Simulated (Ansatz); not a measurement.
Start from C in the diamond structure (space group Fd-3m, No. 227; a = 3.560 Å). Axes: x, y, z lie along the cube axes.

Calculations: DFT with r2SCAN, PAW potentials and a 500 eV plane-wave cutoff in Ansatz (a program for electronic structure), scalar-relativistic without spin-orbit coupling.

For the base:

| Item | Result |
|---|---|
| Valence-band top at Γ | 0.00, 0.00, 0.00 eV |

Modification: strain tensor (xx, yy, zz, yz, xz, xy) = (+1.34, −0.36, −1.12, +0.11, −0.94, +0.43) %; the atoms relax in the strained cell.

**Question.** How does this affect the valence-band top at Γ?

**Answer.** The valence-band top at Γ (three highest levels, from the VBM) becomes 0.00, -0.12, -0.39 eV (base: 0.00, 0.00, 0.00 eV).

**Question.** Predict the new energy relative to the base.

**Answer.** The energy goes up by 10 meV/atom.

The levels and masses belong to the bands next to the band gap. Stability against distortions was not tested.
